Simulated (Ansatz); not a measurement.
The parent structure is Si in the diamond structure (space group Fd-3m, No. 227; a = 5.4443 Å).

Calculations: DFT with r2SCAN, PAW potentials and a 500 eV plane-wave cutoff in Ansatz (a program for electronic structure), spin-orbit coupling left out.

Strains are applied to the cell and any free atomic positions relax.

One change was made to it. Results:

```json
[
 {"quantity": "band gap", "base": "0.78 eV", "after": "0.85 eV"},
 {"quantity": "width of the top valence band", "base": "4.00 eV", "after": "3.81 eV"},
 {"quantity": "hole mass (degenerate bands, along [100])", "base": "0.17, 0.25, 0.25 mₑ (at Γ)", "after": "0.15, 0.26, 0.26 mₑ (at Γ)"}
]
```

Question: What was done to the base?
(A) isotropic strain +2.50 %
(B) isotropic strain +0.50 %
(C) isotropic strain +1.50 %
(D) isotropic strain +3.00 %

Answer: C, isotropic strain +1.50 %. For comparison, the band gap in the other runs: isotropic strain +2.50 % gives 0.89 eV; isotropic strain +3.00 % gives 0.91 eV; isotropic strain +0.50 % gives 0.80 eV.

Masses are band curvatures over ±0.01 Å⁻¹ around the edge. Stability against distortions was not tested.
